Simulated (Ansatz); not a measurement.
Take LiCl in the rock salt structure (space group Fm-3m, No. 225; a = 5.0642 Å) as the base. Axes: x, y, z lie along the cube axes.

Method: Kohn–Sham DFT with the PBEsol functional, run in Ansatz (an electronic-structure program) with PAW and 420 eV plane waves, scalar-relativistic without spin-orbit coupling.

Strains are applied to the cell and any free atomic positions relax.

One change was made to it. Results:

```json
[
 {"quantity": "energy relative to the base (free energy F)", "base": "0 meV/atom", "after": "+0.4 meV/atom"},
 {"quantity": "pressure (mean of the normal stresses, compression positive)", "base": "0.00 GPa", "after": "0.01 GPa"},
 {"quantity": "band gap", "base": "6.35 eV", "after": "6.29 eV"}
]
```

### Question
Which of these changes matches the shifts?
A) tensor shear ε_xy = +0.86 %
B) tensor shear ε_xy = +1.71 %
C) tensor shear ε_xy = +2.00 %

### Answer
A, tensor shear ε_xy = +0.86 %. For comparison, the band gap in the other runs: tensor shear ε_xy = +2.00 % gives 6.21 eV; tensor shear ε_xy = +1.71 % gives 6.23 eV.

Whether these cells are dynamically stable was not tested.
